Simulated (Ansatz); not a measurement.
Consider ZrB2 (space group P6/mmm, No. 191).

```
CELL_PARAMETERS angstrom
      3.17146     0.00000     0.00000
     -1.58573     2.74656     0.00000
      0.00000     0.00000     3.54132
ATOMIC_POSITIONS crystal
  Zr 0.00000 0.00000 0.00000
  B  0.33333 0.66667 0.50000
  B  0.66667 0.33333 0.50000
```

Levels (all Ansatz, an electronic-structure program, PAW): PBE (420 eV, no spin-orbit coupling); PBEsol (420 eV, scalar-relativistic without spin-orbit coupling).

Levels that relaxed their own cell: PBE and PBEsol.

```tsv
level	lattice parameter a	lattice parameter c
PBE	3.171 Å	3.541 Å
PBEsol	3.155 Å	3.506 Å
```

Measured: lattice parameter a 3.17 Å (room temperature; as listed in Yanhui Zhang, Alessandro Lunghi, Stefano Sanvito, Acta Materialia (2020)); lattice parameter c 3.532 Å (room temperature; as listed in Yanhui Zhang, Alessandro Lunghi, Stefano Sanvito, Acta Materialia (2020)).

Computed minus measured — lattice parameter a: PBE +0.0 %, PBEsol -0.5 % (closest: PBE); lattice parameter c: PBE +0.3 %, PBEsol -0.7 % (closest: PBE). Measured values not marked as corrected hold thermal and zero-point effects that the static-lattice runs lack.

Stability against distortions was not tested. The final runs are not spin-polarised.
